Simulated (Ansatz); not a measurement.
**Response to strain in P**

The parent structure is P (space group Cmce, No. 64; a = 3.323 Å, b = 10.186 Å, c = 4.158 Å; layered, stacked along the Cartesian y axis; relaxed with 0.1 eV smearing). Axes: x, y, z lie along a, b, c of the conventional cell.

Strains are applied to the cell and any free atomic positions relax; under biaxial strain the out-of-plane vector relaxes too.

Computed with PBE-D3(BJ)/PAW in Ansatz (a quantum-chemistry and plane-wave program), scalar-relativistic without spin-orbit coupling, earlier PAW set.

Notes on the quantities. energy relative to the base: free energy F; pressure: mean of the normal stresses, compression positive.

```json
[
 {"case": "base", "energy relative to the base": "0 meV/atom", "pressure": "0.0 GPa", "shortest interatomic distance": "2.228 Å"},
 {"case": "biaxial strain −0.64 %, plane normal [001], relaxed out of plane", "energy relative to the base": "–", "pressure": "___", "shortest interatomic distance": "2.223 Å"},
 {"case": "biaxial strain +0.54 %, plane normal [001], relaxed out of plane", "energy relative to the base": "–", "pressure": "-0.4 GPa", "shortest interatomic distance": "___"},
 {"case": "isotropic strain −2.52 %", "energy relative to the base": "+15 meV/atom", "pressure": "3.8 GPa", "shortest interatomic distance": "2.206 Å"},
 {"case": "isotropic strain −1.34 %", "energy relative to the base": "+4.1 meV/atom", "pressure": "2.0 GPa", "shortest interatomic distance": "2.216 Å"},
 {"case": "isotropic strain +0.65 %", "energy relative to the base": "+0.9 meV/atom", "pressure": "-0.9 GPa", "shortest interatomic distance": "2.234 Å"},
 {"case": "isotropic strain +0.89 %", "energy relative to the base": "+1.7 meV/atom", "pressure": "-1.1 GPa", "shortest interatomic distance": "2.237 Å"},
 {"case": "isotropic strain +1.99 %", "energy relative to the base": "+8.4 meV/atom", "pressure": "-2.4 GPa", "shortest interatomic distance": "2.248 Å"},
 {"case": "uniaxial strain ε_zz = −5.47 %", "energy relative to the base": "+6.6 meV/atom", "pressure": "1.6 GPa", "shortest interatomic distance": "2.225 Å"},
 {"case": "uniaxial strain ε_zz = +0.92 %", "energy relative to the base": "+0.2 meV/atom", "pressure": "-0.3 GPa", "shortest interatomic distance": "2.229 Å"}
]
```

### Question
What belongs in the blanks?

### Answer

- biaxial strain −0.64 %, plane normal [001], relaxed out of plane, pressure: 0.5 GPa
- biaxial strain +0.54 %, plane normal [001], relaxed out of plane, shortest interatomic distance: 2.232 Å

No phonon test of stability was made.
